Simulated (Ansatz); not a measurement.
1T (CdI2-type) MnI2

All values below come from LDA in Ansatz (plane waves, PAW).

Settings: plane-wave cutoff 520 eV, 12×12×6 k mesh (along the axes of the cell as run), Fermi–Dirac smearing 0.01 eV, spin-polarised with parallel moments, scalar-relativistic PAW data made under PBE.

Cell: relaxed at this level.

```
Item                                                Result
-------------------------------------------  -------------
equilibrium volume per atom                  30.51 Å³/atom
bulk modulus B0                                   19.4 GPa
band gap                                           0.41 eV
smallest direct gap on the k points sampled        0.59 eV
Γ–Γ gap                                            0.93 eV
lattice constant a                                 4.000 Å
lattice parameter c                                6.607 Å
pressure derivative B′ of the bulk modulus            11.4
```

Note: the magnetic order was assumed, not searched for or taken from measurement; the volume lies 10 % below that of the published cell; the bulk modulus comes from volumes at which shape and atoms were relaxed.

Spin–orbit coupling is not included; with these elements it can move the gap by several tenths of an eV or more.

The computed numbers hold no vibrational or temperature effects.

The result took roughly 29 core-minutes.

Ansatz is an electronic-structure program.
